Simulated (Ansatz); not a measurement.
# Response to strain in ZrIr2

The parent structure is ZrIr2 in the cubic Laves (MgCu2 type) structure (space group Fd-3m, No. 227).

```
CELL_PARAMETERS angstrom
      0.00000     3.67323     3.67323
      3.67323     0.00000     3.67323
      3.67323     3.67323     0.00000
ATOMIC_POSITIONS crystal
  Zr 0.50000 0.50000 0.50000
  Zr 0.75000 0.75000 0.75000
  Ir 0.62500 0.12500 0.12500
  Ir 0.12500 0.12500 0.62500
  Ir 0.12500 0.62500 0.12500
  Ir 0.12500 0.12500 0.12500
```

Cartesian axes are those of the cell as printed.

Strains are applied to the cell and any free atomic positions relax; under biaxial strain the out-of-plane vector relaxes too.

The values are results of PBEsol (Ansatz, a first-principles code; PAW; 420 eV plane waves; spin-orbit coupling left out), not measurements.

Notes on the quantities. energy relative to the base: free energy F; pressure: mean of the normal stresses, compression positive.

```json
[
 {"case": "base", "space group": "Fd-3m (No. 227)", "energy relative to the base": "0 meV/atom", "pressure": "0.0 GPa", "shortest interatomic distance": "2.597 Å"},
 {"case": "biaxial strain −1.66 %, plane normal [001], relaxed out of plane", "space group": "I4_1/amd (No. 141)", "energy relative to the base": "+13 meV/atom", "pressure": "5.0 GPa", "shortest interatomic distance": "2.554 Å"},
 {"case": "biaxial strain −1.58 %, plane normal [110], relaxed out of plane", "space group": "Imma (No. 74)", "energy relative to the base": "+14 meV/atom", "pressure": "5.9 GPa", "shortest interatomic distance": "2.556 Å"},
 {"case": "isotropic strain +0.98 %", "space group": "Fd-3m (No. 227)", "energy relative to the base": "+12 meV/atom", "pressure": "-7.4 GPa", "shortest interatomic distance": "2.623 Å"},
 {"case": "isotropic strain +1.22 %", "space group": "Fd-3m (No. 227)", "energy relative to the base": "+18 meV/atom", "pressure": "-9.0 GPa", "shortest interatomic distance": "2.629 Å"}
]
```

Without a gap, meshes like the base's 11×11×11 leave anisotropic stresses uncertain by several tenths of a GPa, and small strain energies with them. Stability against distortions was not tested. All final runs are without spin polarisation.
